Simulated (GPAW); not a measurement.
# Worked example: self-consistent single point of CaNiN (P4_2/mmc, 6 atoms in the cell) in GPAW

Computed with PBEsol, GPAW PAW datasets PBEsol (made by gpaw-setup) (plane waves; GPAW).

Input as run:

```python
from ase import Atoms
from ase.units import GPa
from gpaw import GPAW

atoms = Atoms(['Ca', 'Ca', 'Ni', 'Ni', 'N', 'N'],
              cell=[[3.536580, 0.000000, 0.000000],
                    [0.000000, 3.536580, 0.000000],
                    [0.000000, 0.000000, 7.046700]],
              positions=[[0.000000, 0.000000, 5.285025],
                         [0.000000, 0.000000, 1.761675],
                         [1.768290, 1.768290, 0.000000],
                         [1.768290, 1.768290, 3.523350],
                         [1.768290, 0.000000, 3.523350],
                         [0.000000, 1.768290, 0.000000]],
              pbc=True)

atoms.set_initial_magnetic_moments([0.0, 0.0, 2.0, 2.0, 0.0, 0.0])

calc = GPAW(spinpol=True,
            mode={'name': 'pw', 'ecut': 900},
            xc='PBEsol',
            kpts={'size': (6, 6, 3), 'gamma': True},
            occupations={'name': 'methfessel-paxton', 'width': 0.136, 'order': 0},
            nbands=-10,
            symmetry={'symmorphic': False, 'tolerance': 0.0005},
            maxiter=120)

atoms.calc = calc

energy = atoms.get_potential_energy()
print('Energy (eV):', round(energy, 6))
forces = atoms.get_forces()
print('Forces (eV/Ang):')
print(forces.round(5))
stress = atoms.get_stress()
print('Stress (GPa, Voigt):', (stress / GPa).round(4))
```

Log, with long lists cut:

```
Input parameters:
  kpts: {gamma: True,
         size: (6, 6, 3)}
  maxiter: 120
  mode: {ecut: 900,
         name: pw}
  nbands: -10
  occupations: {name: methfessel-paxton,
                order: 0,
                width: 0.136}
  spinpol: True
  symmetry: {symmorphic: False,
             tolerance: 0.0005}
  xc: PBEsol

species:
  Ca:
    name: Calcium
    Z: 20.0
    valence: 10
    core: 10
    charge: 0.0
    file: Ca.PBEsol.gz

    # Using partial waves for Ca as LCAO basis

  Ni:
    name: Nickel
    Z: 28.0
    valence: 16
    core: 12
    charge: 0.0
    file: Ni.PBEsol.gz

    # Using partial waves for Ni as LCAO basis

  N:
    name: Nitrogen
    Z: 7.0
    valence: 5
    core: 2
    charge: 0.0
    file: N.PBEsol.gz

    # Using partial waves for N as LCAO basis

Reference energy: -122592.222998  # eV

Spin-polarized calculation.
Initial magnetic moment: 4.000000

Convergence criteria:
 Maximum [total energy] change in last 3 cyles: 0.0005 eV / valence electron
 Maximum integral of absolute [dens]ity change: 0.0001 electrons / valence electron
 Maximum integral of absolute [eigenst]ate change: 4e-08 eV^2 / valence electron
 Maximum number of scf [iter]ations: 120

Symmetries present (total): 16
Symmetries with fractional translations: 8
108 k-points: 6 x 6 x 3 Monkhorst-Pack grid + [1/12,1/12,0.000000]
20 k-points in the irreducible part of the Brillouin zone
       k-points in crystal coordinates                weights
   0:     0.00000000    0.00000000    0.00000000          1/108
   1:     0.00000000    0.00000000    0.33333333          2/108
   2:     0.16666667    0.00000000    0.00000000          4/108
   [... 7 lines left out ...]
          ...
  19:     0.50000000    0.50000000    0.33333333          2/108

Wave functions: Plane wave expansion
  Cutoff energy: 900.000 eV
  Number of coefficients (min, max): 5372, 5451
  Pulay-stress correction: 0.000000 eV/Ang^3 (de/decut=0.000000)

Occupation numbers: Methfessel-Paxton:
  width: 0.1360  # eV
  order: 0

Eigensolver

Densities:
  Coarse grid: 25*25*50 grid
  Fine grid: 50*50*100 grid
  Total Charge: 0.000000

Density mixing:
  Method: difference
  Backend: pulay
  Linear mixing parameter: 0.05
  old densities: 5
  Damping of long wavelength oscillations: 50

Hamiltonian:
  XC and Coulomb potentials evaluated on a 50*50*100 grid
  External potential:
    NoExternalPotential

XC parameters: PBEsol with 2 nearest neighbor stencil

Number of atoms: 6
Number of atomic orbitals: 42
Number of bands in calculation: 43
Number of valence electrons: 62
Bands to converge: occupied

Density initialized from atomic densities
  42 bands from LCAO basis set
  1 band from random numbers

Atomic positions and initial magnetic moments

Positions:
   0 Ca     0.000000    0.000000    5.285025    ( 0.0000,  0.0000,  0.0000)
   1 Ca     0.000000    0.000000    1.761675    ( 0.0000,  0.0000,  0.0000)
   2 Ni     1.768290    1.768290    0.000000    ( 0.0000,  0.0000,  2.0000)
   3 Ni     1.768290    1.768290    3.523350    ( 0.0000,  0.0000,  2.0000)
   4 N      1.768290    0.000000    3.523350    ( 0.0000,  0.0000,  0.0000)
   5 N      0.000000    1.768290    0.000000    ( 0.0000,  0.0000,  0.0000)

Unit cell:
           periodic     x           y           z      points  spacing
  1. axis:    yes    3.536580    0.000000    0.000000    25     0.1415
  2. axis:    yes    0.000000    3.536580    0.000000    25     0.1415
  3. axis:    yes    0.000000    0.000000    7.046700    50     0.1409

  Lengths:   3.536580   3.536580   7.046700
  Angles:   90.000000  90.000000  90.000000

Effective grid spacing dv^(1/3) = 0.1413

     iter     time        total  log10-change:  magmom
                         energy   eigst   dens
iter:   1 --:--:--   -43.079378                   +4.0089
iter:   2 --:--:--   -43.151692   -0.20  -1.16    +2.6027
iter:   3 --:--:--   -41.903103   -0.79  -1.26    +1.7867
iter:   4 --:--:--   -41.893506   -1.20  -1.57    +1.5735
iter:   5 --:--:--   -41.843425   -2.10  -1.73    +1.7589
iter:   6 --:--:--   -41.872346   -2.83  -2.06    +1.6551
iter:   7 --:--:--   -41.862768c  -2.26  -2.20    +1.3996
iter:   8 --:--:--   -41.896368   -2.94  -2.50    +0.7941
iter:   9 --:--:--   -41.903182   -3.89  -2.78    +0.8697
iter:  10 --:--:--   -41.911745c  -3.83  -2.83    +0.7359
iter:  11 --:--:--   -41.916826c  -3.74  -2.97    +0.5635
iter:  12 --:--:--   -41.917021c  -4.35  -2.96    +0.5029
iter:  13 --:--:--   -41.916509c  -4.32  -2.88    +0.4403
iter:  14 --:--:--   -41.915358c  -4.08  -3.00    +0.3200
iter:  15 --:--:--   -41.912691c  -4.17  -2.93    +0.2755
   [... 7 lines left out ...]
iter:  23 --:--:--   -41.909636c  -4.88  -3.95    +0.2230
iter:  24 --:--:--   -41.908440c  -4.92  -3.94    +0.1602
iter:  25 --:--:--   -41.907066c  -4.45  -3.91    +0.0379
iter:  26 --:--:--   -41.907149c  -5.85  -3.88    +0.0462
iter:  27 --:--:--   -41.907156c  -6.40  -3.85    +0.0560
iter:  28 --:--:--   -41.907160c  -7.45c -3.92    +0.0550
iter:  29 --:--:--   -41.907172c  -7.62c -3.90    +0.0542
iter:  30 --:--:--   -41.907040c  -6.22  -3.87    +0.0593
iter:  31 --:--:--   -41.906872c  -6.16  -4.08c   +0.0426
iter:  32 --:--:--   -41.906854c  -6.01  -4.19c   +0.0236
iter:  33 --:--:--   -41.906818c  -5.99  -4.66c   +0.0041
iter:  34 --:--:--   -41.906812c  -6.49  -4.73c   -0.0037
iter:  35 --:--:--   -41.906820c  -7.35  -4.97c   -0.0050
iter:  36 --:--:--   -41.906821c  -7.90c -5.20c   -0.0057

Converged after 36 iterations.

Dipole moment: (0.000000, 0.000000, 0.000000) |e|*Ang

Total magnetic moment: (0.000000, 0.000000, -0.005745)
Local magnetic moments:
   0 Ca ( 0.000000,  0.000000, -0.000017)
   1 Ca ( 0.000000,  0.000000, -0.000017)
   2 Ni ( 0.000000,  0.000000, -0.002035)
   3 Ni ( 0.000000,  0.000000, -0.002035)
   4 N  ( 0.000000,  0.000000, -0.000360)
   5 N  ( 0.000000,  0.000000, -0.000360)

Energy contributions relative to reference atoms: (reference = -122592.222998)

Kinetic:        +29.567209
Potential:      -22.184581
External:        +0.000000
XC:             -48.267945
Entropy (-ST):   -0.045485
Local:           -0.998762
SIC:             +0.000000
--------------------------
Free energy:    -41.929564
Extrapolated:   -41.906821

Spin contamination: 0.000402 electrons
Showing only first 2 kpts
                      Up                     Down
 Kpt  Band  Eigenvalues  Occupancy  Eigenvalues  Occupancy
  0    29      5.00934    1.00000      5.00792    1.00000
  0    30      5.00934    1.00000      5.00793    1.00000
  0    31      5.26098    1.00000      5.25942    1.00000
  0    32      8.00515    0.00000      8.00419    0.00000

  1    29      5.00515    1.00000      5.00375    1.00000
  1    30      5.00515    1.00000      5.00375    1.00000
  1    31      5.03411    1.00000      5.03266    1.00000
  1    32      8.13042    0.00000      8.12962    0.00000

Fermi level: 6.42418

No gap
No difference between direct/indirect transitions
Energy (eV): -41.906821

Forces in eV/Ang:
  0 Ca    0.00000    0.00000    0.00000
  1 Ca    0.00000    0.00000   -0.00000
  2 Ni   -0.00000    0.00000    0.00000
  3 Ni    0.00000   -0.00000    0.00000
  4 N     0.00000    0.00000    0.00000
  5 N     0.00000    0.00000    0.00000

Stress tensor:
     0.011226     0.000000     0.000000
     0.000000     0.011226     0.000000
     0.000000     0.000000     0.007020
Stress (GPa, Voigt): [1.7986 1.7986 1.1248 0.     0.     0.    ]
```

The run converged in 36 iterations. GPAW prints stress with tension positive.

At such cutoffs GPAW's stress carries a finite-basis (Pulay) error, which enters relaxed cells too; its log prints stress with tension positive.

The starting cell comes from a database of computed structures (which also holds hypothetical and non-ambient phases and stackings), without a prior relaxation at this level. The starting moments vanished: the run ended non-magnetic, which need not be the lowest state.

Cost on one core of a shared machine: roughly 3 min.
